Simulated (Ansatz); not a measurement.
Input and output of a self-consistent single point for a (001) slab of Na3BrO (cut from a parent of space group no. 221; 10 atoms in the cell) (Ansatz, an electronic-structure program).

Computed with PBEsol, default PAW files made with PBE (plane waves; Ansatz).

The change in words: vacuum of 8 angstrom (first run: 14 Å). Reference geometry:
```yaml
crystal:
  lattice:
    - [4.51046, 0.00000, 0.00000]
    - [0.00000, 4.51046, 0.00000]
    - [0.00000, 0.00000, 20.76571]
  atoms:
    - { symbol: Na, position: [0.00000, 0.50000, 0.33709] }
    - { symbol: Na, position: [0.50000, 0.00000, 0.33709] }
    - { symbol: Na, position: [0.50000, 0.50000, 0.44570] }
    - { symbol: Br, position: [0.00000, 0.00000, 0.44570] }
    - { symbol: O, position: [0.50000, 0.50000, 0.33709] }
    - { symbol: Na, position: [0.00000, 0.50000, 0.55430] }
    - { symbol: Na, position: [0.50000, 0.00000, 0.55430] }
    - { symbol: Na, position: [0.50000, 0.50000, 0.66291] }
    - { symbol: Br, position: [0.00000, 0.00000, 0.66291] }
    - { symbol: O, position: [0.50000, 0.50000, 0.55430] }
```

Reference input (self-consistent single point, DFT, PBEsol, plane waves, default PAW files made with PBE): basis.ecutwfc = 30.9 Ry; kpoints.mp_grid.grid = 5 5 1; hamiltonian.xc = pbesol; hamiltonian.pseudopotentials = {kind: paw} (the program's default PAW files); scf.occupations.method = fermi_dirac; scf.occupations.width = 0.0015 Ry. This run's input differs from it in these lines:

Ansatz 0.2 input:
```diff
@@ -4,14 +4,14 @@
     - [0.000000, 4.510464, 0.000000]
-    - [0.000000, 0.000000, 20.765714]
+    - [0.000000, 0.000000, 14.765719]
   atoms:
-    - { symbol: Na, position: [0.000000, 0.500000, 0.337094] }
-    - { symbol: Na, position: [0.500000, 0.000000, 0.337094] }
-    - { symbol: Na, position: [0.500000, 0.500000, 0.445697] }
-    - { symbol: Br, position: [0.000000, 0.000000, 0.445697] }
-    - { symbol: O, position: [0.500000, 0.500000, 0.337094] }
-    - { symbol: Na, position: [0.000000, 0.500000, 0.554303] }
-    - { symbol: Na, position: [0.500000, 0.000000, 0.554303] }
-    - { symbol: Na, position: [0.500000, 0.500000, 0.662906] }
-    - { symbol: Br, position: [0.000000, 0.000000, 0.662906] }
-    - { symbol: O, position: [0.500000, 0.500000, 0.554303] }
+    - { symbol: Na, position: [0.000000, 0.500000, 0.270898] }
+    - { symbol: Na, position: [0.500000, 0.000000, 0.270898] }
+    - { symbol: Na, position: [0.500000, 0.500000, 0.423631] }
+    - { symbol: Br, position: [0.000000, 0.000000, 0.423631] }
+    - { symbol: O, position: [0.500000, 0.500000, 0.270898] }
+    - { symbol: Na, position: [0.000000, 0.500000, 0.576369] }
+    - { symbol: Na, position: [0.500000, 0.000000, 0.576369] }
+    - { symbol: Na, position: [0.500000, 0.500000, 0.729102] }
+    - { symbol: Br, position: [0.000000, 0.000000, 0.729102] }
+    - { symbol: O, position: [0.500000, 0.500000, 0.576369] }
 basis:
```

Output, abridged:

```
SCF iter   1: F=—  HF=-15457.684786 eV  |F-HF|=—  |Δ(HF+E_count)|=         —  Δρ=4.34e-3  dr2=4.53e-2  ethr=1.77e-3  ⟨swp⟩=9.0  Hψ=1325  notcnv=0
all-band conjugate gradients solve this SCF's bands
preconditioner: auto → Resta (q_TF=auto, 2.188 Å⁻¹)
SCF iter   2: F=—  HF=-15457.669792 eV  |F-HF|=—  |Δ(HF+E_count)|=   1.50e-2  Δρ=1.78e-3  dr2=1.21e-2  ethr=5.66e-5  ⟨swp⟩=2.8  Hψ=503  notcnv=0  defer=16
   [... lines left out ...]
SCF iter   5: F=—  HF=-15457.668593 eV  |F-HF|=—  |Δ(HF+E_count)|=   4.24e-5  Δρ=2.64e-4  dr2=1.89e-4  ethr=7.07e-7  ⟨swp⟩=2.0  Hψ=409  notcnv=0  defer=16
SCF iter   6: F=—  HF=-15457.668565 eV  |F-HF|=—  |Δ(HF+E_count)|=   2.75e-5  Δρ=3.44e-5  dr2=4.04e-6  ethr=2.37e-7  ⟨swp⟩=2.0  Hψ=393  notcnv=0  defer=16
SCF iter   7: F=—  HF=-15457.667355 eV  |F-HF|=—  |Δ(HF+E_count)|=   1.21e-3  Δρ=1.71e-5  dr2=7.55e-7  ethr=5.05e-9  ⟨swp⟩=2.0  Hψ=570  notcnv=0  defer=16
SCF iter   8: F=-15457.667356 eV  HF=-15457.667355 eV  |F-HF|=6.10e-8  |Δ(HF+E_count)|=   4.77e-7  Δρ=3.71e-6  dr2=3.79e-8  ethr=1.25e-10  ⟨swp⟩=11.3  Hψ=1307  notcnv=0
SCF 1 converged in 8 iterations: F = -15457.667356 eV  dr2 = 3.79e-8
Free energy (F): -15457.667356 eV
Internal energy: -15457.667356 eV  (E = F + TS)
E sigma→0 (E₀):  -15457.667356 eV
Fermi energy:    1.709505 eV
--- Forces (eV/Å), atoms counted from 1 ---
  atom   1  Na    -0.00000000     0.00000000    -0.12500728
  atom   2  Na     0.00000000     0.00000000    -0.12500728
  atom   3  Na     0.00000000     0.00000000     0.01450340
  atom   4  Br     0.00000000     0.00000000    -0.06466298
  atom   5  O     -0.00000000     0.00000000     0.18555801
  atom   6  Na     0.00000000     0.00000000     0.04155829
  atom   7  Na     0.00000000     0.00000000     0.04155829
  atom   8  Na     0.00000000     0.00000000    -0.11474463
  atom   9  Br     0.00000000     0.00000000     0.04209856
  atom  10  O     -0.00000000     0.00000000     0.10413695
--- Stress (GPa, compression-positive) ---
       -0.473670       0.000000       0.000000
        0.000000      -0.473670       0.000000
        0.000000       0.000000       0.120769
  P = ⅓ Tr σ = -0.2755 GPa (-2.755 kbar)
  The stress holds the Pulay correction. Without it, at fixed plane waves, as pw.x and ABINIT print it: P = -0.3636 GPa
```

The run converged in 8 iterations. Against the reference run the free energy hardly moves (within 1 meV/atom), the largest force goes from 0.198 to 0.186 eV/Å and the gap on the mesh goes from 1.830 to 1.788 eV.

The starting cell comes from a database of computed structures (which also holds hypothetical and non-ambient phases and stackings), without a prior relaxation at this level. The slab is cut from that crystal, and its faces are unrelaxed. Its lattice was rescaled by up to half a per cent. Spin polarisation is off, though cut faces can carry moments; a gap of a slab can lie between surface states. The two faces of this cut differ, and no dipole correction was used.
